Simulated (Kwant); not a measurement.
Device: In0.53Ga0.47As/In0.52Al0.48As stack with 3 barriers. One parabolic valley. Leads of mass 0.041 mₑ with the band edge at 0; grid 0.1 nm; bias swept from 0.0208 to 0.43967 V, dropping linearly over the stack. Emitter Fermi level 0.096 eV, 77 K, equal in the collector.

| layer | thickness (nm) | band offset (eV) | mass (mₑ) |
|---|---|---|---|
| 1 | 1.8 | 0.52 | 0.075 |
| 2 | 7.7 | 0 | 0.041 |
| 3 | 1.8 | 0.52 | 0.075 |
| 4 | 7.7 | 0 | 0.041 |
| 5 | 1.8 | 0.52 | 0.075 |

The device is made up for the run: typed textbook-type constants, with dimensions and the other settings drawn at random.

Kwant, one-band effective-mass tight-binding model in one dimension, coherent, no space charge, current by the Tsu-Esaki formula.

### Question
Tabulate J (A/cm²) against bias (V).

### Answer

| bias (V) | J (A/cm²) |
|---|---|
| 0.02080 | 62500 |
| 0.04698 | 60100 |
| 0.07316 | 46900 |
| 0.09934 | 39800 |
| 0.1255 | 41100 |
| 0.1779 | 50700 |
| 0.2564 | 7610 |
| 0.2826 | 13800 |
| 0.3088 | 26300 |
| 0.3350 | 37300 |
| 0.3611 | 43200 |
| 0.3873 | 40400 |
| 0.4135 | 21900 |
| 0.4397 | 6990 |
